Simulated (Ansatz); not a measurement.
**fcc Al (1 1 1) on alpha cristobalite (1 0 0) (film strained to the substrate, faces as cut)**

A periodic stack without vacuum, fcc Al (1 1 1) on alpha cristobalite (1 0 0) (film strained to the substrate, faces as cut): substrate slab Si24O44, film Al40, surface cells [[0, 2], [-1, 0]] and [[-5, 5], [-1, -1]], film strained by -0.7 and +2.7 %, faces OSi/OSi and Al/Al as cut (like faces can put a slab off its formula).

The start was prepared with a machine-learned potential, and the result is one local minimum, with the in-plane cell held and forces under 0.04 eV/Å; the film can end far from its bulk form.

These are PBE (plane waves to 420 eV, PAW; Ansatz, an electronic-structure program) values and carry that method's errors. Scalar-relativistic, without spin–orbit coupling; the runs are not spin-polarised; PBE gaps are too small against experiment. Its k-point mesh 2×5×1, Fermi–Dirac width 0.05 eV.

| Item | Value |
|---|---|
| interface area | 72.2 Å² |
| period | 24.85 Å |
| gaps between the outermost planes at the two interfaces | 1.88 and 1.84 Å |
| Al–Si contacts across the interfaces within 1.22 times the sum of covalent radii | 8, mean 2.52 Å |

```yaml
crystal:
  lattice:
    - [14.19757, -0.00017, -0.02992]
    - [-0.00006, 5.08270, -0.06006]
    - [2.31437, -1.98534, 24.86727]
  atoms:
    - { symbol: Si, position: [0.33770, 0.83982, 0.16305] }
    - { symbol: Si, position: [0.84091, 0.84148, 0.16899] }
    - { symbol: Si, position: [0.11737, 0.17810, 0.05550] }
    - { symbol: Si, position: [0.59843, 0.18541, 0.06240] }
    - { symbol: Si, position: [0.21640, 0.33742, 0.16275] }
    - { symbol: Si, position: [0.72368, 0.33375, 0.14999] }
    - { symbol: Si, position: [0.98475, 0.68306, 0.06718] }
    - { symbol: Si, position: [0.48702, 0.69023, 0.06704] }
    - { symbol: O, position: [0.38689, 0.78235, 0.10161] }
    - { symbol: O, position: [0.93323, 0.76086, 0.12771] }
    - { symbol: O, position: [0.24707, 0.64572, 0.16966] }
    - { symbol: O, position: [0.75439, 0.64184, 0.15705] }
    - { symbol: O, position: [0.18895, 0.25814, 0.10169] }
    - { symbol: O, position: [0.69876, 0.26868, 0.08751] }
    - { symbol: O, position: [0.30344, 0.14701, 0.17377] }
    - { symbol: O, position: [0.81039, 0.14348, 0.16136] }
    - { symbol: O, position: [0.08026, 0.87248, 0.06216] }
    - { symbol: O, position: [0.56953, 0.90065, 0.08548] }
    - { symbol: O, position: [0.41003, 0.78881, 0.20728] }
    - { symbol: O, position: [0.86461, 0.82602, 0.23077] }
    - { symbol: O, position: [0.02314, 0.37448, 0.06671] }
    - { symbol: O, position: [0.51543, 0.40216, 0.08697] }
    - { symbol: O, position: [0.12720, 0.30288, 0.20611] }
    - { symbol: O, position: [0.63045, 0.28663, 0.19029] }
    - { symbol: Si, position: [0.31196, 0.92901, 0.36413] }
    - { symbol: Si, position: [0.80313, 0.93793, 0.37306] }
    - { symbol: Si, position: [0.06554, 0.27280, 0.26263] }
    - { symbol: Si, position: [0.58546, 0.27024, 0.25188] }
    - { symbol: Si, position: [0.18742, 0.42973, 0.36357] }
    - { symbol: Si, position: [0.68817, 0.42868, 0.35422] }
    - { symbol: Si, position: [0.94269, 0.77778, 0.27249] }
    - { symbol: Si, position: [0.46200, 0.77382, 0.26181] }
    - { symbol: O, position: [0.39407, 0.85757, 0.31597] }
    - { symbol: O, position: [0.89708, 0.85110, 0.33375] }
    - { symbol: O, position: [0.22331, 0.72992, 0.35725] }
    - { symbol: O, position: [0.71621, 0.73977, 0.36064] }
    - { symbol: O, position: [0.12355, 0.34544, 0.31458] }
    - { symbol: O, position: [0.66540, 0.35328, 0.29246] }
    - { symbol: O, position: [0.27794, 0.23121, 0.36015] }
    - { symbol: O, position: [0.77563, 0.24233, 0.36594] }
    - { symbol: O, position: [0.03384, 0.96509, 0.26177] }
    - { symbol: O, position: [0.55305, 0.96863, 0.25993] }
    - { symbol: O, position: [0.35023, 0.90752, 0.42271] }
    - { symbol: O, position: [0.82591, 0.92344, 0.43505] }
    - { symbol: O, position: [0.97378, 0.46777, 0.26577] }
    - { symbol: O, position: [0.49514, 0.46947, 0.26448] }
    - { symbol: O, position: [0.12808, 0.42140, 0.42187] }
    - { symbol: O, position: [0.59666, 0.38116, 0.39572] }
    - { symbol: Si, position: [0.26578, 0.02213, 0.55934] }
    - { symbol: Si, position: [0.78891, 0.02375, 0.57257] }
    - { symbol: Si, position: [0.03709, 0.37346, 0.46356] }
    - { symbol: Si, position: [0.54603, 0.36296, 0.45600] }
    - { symbol: Si, position: [0.15424, 0.52119, 0.55830] }
    - { symbol: Si, position: [0.66040, 0.51692, 0.55959] }
    - { symbol: Si, position: [0.91649, 0.87597, 0.46821] }
    - { symbol: Si, position: [0.42161, 0.86776, 0.46831] }
    - { symbol: O, position: [0.36991, 0.93648, 0.52889] }
    - { symbol: O, position: [0.88326, 0.93832, 0.53203] }
    - { symbol: O, position: [0.18611, 0.80947, 0.53769] }
    - { symbol: O, position: [0.70097, 0.82161, 0.55879] }
    - { symbol: O, position: [0.06221, 0.42871, 0.52617] }
    - { symbol: O, position: [0.61741, 0.44476, 0.50171] }
    - { symbol: O, position: [0.24113, 0.30992, 0.53810] }
    - { symbol: O, position: [0.75357, 0.32111, 0.56036] }
    - { symbol: O, position: [0.00378, 0.06927, 0.45182] }
    - { symbol: O, position: [0.51297, 0.05901, 0.46096] }
    - { symbol: O, position: [0.95068, 0.57040, 0.45466] }
    - { symbol: O, position: [0.45477, 0.55995, 0.46384] }
    - { symbol: Al, position: [0.03810, 0.04640, 0.67041] }
    - { symbol: Al, position: [0.83937, 0.02970, 0.66545] }
    - { symbol: Al, position: [0.93307, 0.53970, 0.67371] }
    - { symbol: Al, position: [0.64175, 0.02754, 0.68192] }
    - { symbol: Al, position: [0.73730, 0.52942, 0.68273] }
    - { symbol: Al, position: [0.45281, 0.04026, 0.67258] }
    - { symbol: Al, position: [0.55568, 0.51334, 0.64809] }
    - { symbol: Al, position: [0.25461, 0.04202, 0.65943] }
    - { symbol: Al, position: [0.35469, 0.54656, 0.67112] }
    - { symbol: Al, position: [0.13798, 0.54478, 0.66065] }
    - { symbol: Al, position: [0.03449, 0.75915, 0.76031] }
    - { symbol: Al, position: [0.82651, 0.75324, 0.76945] }
    - { symbol: Al, position: [0.92669, 0.24167, 0.76498] }
    - { symbol: Al, position: [0.62571, 0.73590, 0.77340] }
    - { symbol: Al, position: [0.72826, 0.24242, 0.77353] }
    - { symbol: Al, position: [0.43211, 0.74628, 0.76663] }
    - { symbol: Al, position: [0.52925, 0.24815, 0.77087] }
    - { symbol: Al, position: [0.23287, 0.76583, 0.75745] }
    - { symbol: Al, position: [0.33313, 0.25298, 0.76192] }
    - { symbol: Al, position: [0.13464, 0.26284, 0.75609] }
    - { symbol: Al, position: [0.01858, 0.46777, 0.85149] }
    - { symbol: Al, position: [0.82063, 0.47071, 0.86291] }
    - { symbol: Al, position: [0.92009, 0.95953, 0.85877] }
    - { symbol: Al, position: [0.61245, 0.45109, 0.86997] }
    - { symbol: Al, position: [0.71478, 0.95575, 0.86633] }
    - { symbol: Al, position: [0.41390, 0.46235, 0.86131] }
    - { symbol: Al, position: [0.51451, 0.94744, 0.86638] }
    - { symbol: Al, position: [0.21754, 0.46421, 0.85436] }
    - { symbol: Al, position: [0.31598, 0.96529, 0.85688] }
    - { symbol: Al, position: [0.12061, 0.97902, 0.85469] }
    - { symbol: Al, position: [0.00298, 0.19023, 0.94596] }
    - { symbol: Al, position: [0.81107, 0.17326, 0.95560] }
    - { symbol: Al, position: [0.90342, 0.69510, 0.98126] }
    - { symbol: Al, position: [0.60624, 0.16395, 0.96171] }
    - { symbol: Al, position: [0.71221, 0.66485, 0.95717] }
    - { symbol: Al, position: [0.39656, 0.16667, 0.95197] }
    - { symbol: Al, position: [0.49091, 0.66920, 0.96663] }
    - { symbol: Al, position: [0.19676, 0.18828, 0.96131] }
    - { symbol: Al, position: [0.29429, 0.67336, 0.95008] }
    - { symbol: Al, position: [0.09824, 0.68582, 0.94390] }
```
